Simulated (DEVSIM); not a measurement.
Structure: abrupt CdTe n-p junction, at 300 K.

| layer (left to right) | material | thickness (μm) | Nd (cm⁻³) | Na (cm⁻³) | τn (s) | τp (s) |
|---|---|---|---|---|---|---|
| 1 | CdTe | 5.80 | 1.6e17 | - | 7.5e-9 | 7.5e-9 |
| 2 | CdTe | 0.310 | - | 1e16 | 7.5e-9 | 7.5e-9 |

Left contact: ohmic. Right contact: ohmic. Voltage is applied to the left contact. Recombination: SRH at mid-gap, Auger. Mobility is constant in doping.

The device is made up for the run: typed textbook-type constants, with dimensions and the other settings drawn at random. Values at 300 K.

```csv
parameter,CdTe
gap (eV),1.5
affinity (eV),4.28
permittivity,10.2
Nc (cm⁻³),8e17
Nv (cm⁻³),1.8e19
μn (cm²/Vs),1000
μp (cm²/Vs),80
Cn (cm⁶/s),1e-30
Cp (cm⁶/s),1e-30
```

DEVSIM, 1D drift-diffusion, Boltzmann statistics, complete ionisation; no tunnelling, impact ionisation, image-force lowering or self-heating.

### Question
Tabulate band edges, carrier densities and field at -1.1 V on the left contact.

### Answer
Energies count from the Fermi level of the right contact; mesh points crowd at the junctions.

| x (μm) | Ec (eV) | Ev (eV) | n (cm⁻³) | p (cm⁻³) | field (V/cm) |
|---|---|---|---|---|---|
| 0.000 | 1.142 | -0.358 | 1.6e17 | < 1e2 | ≈ 0 |
| 0.02022 | 1.142 | -0.358 | 1.6e17 | 5.2e9 | ≈ 0 |
| 0.05733 | 1.142 | -0.358 | 1.6e17 | 1.5e10 | ≈ 0 |
| 0.1254 | 1.142 | -0.358 | 1.6e17 | 3.2e10 | ≈ 0 |
| 0.3259 | 1.141 | -0.358 | 1.6e17 | 8.5e10 | ≈ 0 |
| 0.6183 | 1.141 | -0.359 | 1.6e17 | 1.6e11 | ≈ 0 |
| 1.155 | 1.141 | -0.359 | 1.6e17 | 3.4e11 | ≈ 0 |
| 2.625 | 1.141 | -0.359 | 1.6e17 | 1.3e12 | ≈ 0 |
| 4.025 | 1.141 | -0.359 | 1.6e17 | 4.0e12 | ≈ 0 |
| 4.844 | 1.141 | -0.359 | 1.6e17 | 7.7e12 | ≈ 0 |
| 5.290 | 1.141 | -0.359 | 1.6e17 | 1.1e13 | ≈ 0 |
| 5.596 | 1.141 | -0.360 | 1.6e17 | 1.4e13 | ≈ 0 |
| 5.700 | 1.141 | -0.360 | 1.6e17 | 1.5e13 | ≈ 0 |
| 5.756 | 1.141 | -0.359 | 1.6e17 | 1.6e13 | 450 |
| 5.794 | 1.160 | -0.340 | 7.6e16 | 3.4e13 | 18000 |
| 5.810 | 1.199 | -0.301 | 1.7e16 | 1.5e14 | 21000 |
| 5.837 | 1.242 | -0.258 | 3.1e15 | 8.3e14 | 13000 |
| 5.881 | 1.282 | -0.218 | 6.4e14 | 3.9e15 | 5800 |
| 5.984 | 1.305 | -0.195 | 1.6e14 | 9.5e15 | 450 |
| 6.046 | 1.306 | -0.194 | 7.9e13 | 9.9e15 | 65 |
| 6.083 | 1.306 | -0.194 | 3.3e13 | 1.0e16 | 11 |
| 6.110 | 1.306 | -0.194 | < 1e2 | 1.0e16 | ≈ 0 |
